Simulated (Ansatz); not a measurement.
# Ru: response to strain

The parent structure is Ru in the hcp (Mg type) structure (space group P6_3/mmc, No. 194; relaxed with 0.1 eV smearing).

```
CELL_PARAMETERS angstrom
      2.70429     0.00000     0.00000
     -1.35214     2.34198     0.00000
      0.00000     0.00000     4.26291
ATOMIC_POSITIONS crystal
  Ru 0.66667 0.33333 0.75000
  Ru 0.33333 0.66667 0.25000
```

Strains are applied to the cell and any free atomic positions relax.

The values are results of DFT with r2SCAN, PAW potentials and a 500 eV plane-wave cutoff in Ansatz (a first-principles code), scalar-relativistic without spin-orbit coupling, not measurements.

Notes on the quantities. pressure: mean of the normal stresses, compression positive.

| case | pressure | volume per atom |
|---|---|---|
| base | 0.0 GPa | 13.50 Å³ |
| isotropic strain −3.00 % | ___ | 12.32 Å³ |
| isotropic strain −2.50 % | 30.7 GPa | 12.51 Å³ |
| isotropic strain −2.00 % | 23.7 GPa | 12.71 Å³ |
| isotropic strain −1.50 % | ___ | 12.90 Å³ |
| isotropic strain −1.00 % | ___ | 13.10 Å³ |
| isotropic strain −0.50 % | ___ | 13.30 Å³ |

Q: What belongs in the blanks?

A: 
- isotropic strain −3.00 %, pressure: 38.4 GPa
- isotropic strain −1.50 %, pressure: 17.1 GPa
- isotropic strain −1.00 %, pressure: 10.9 GPa
- isotropic strain −0.50 %, pressure: 5.3 GPa

No phonon test of stability was made. All final runs are without spin polarisation.
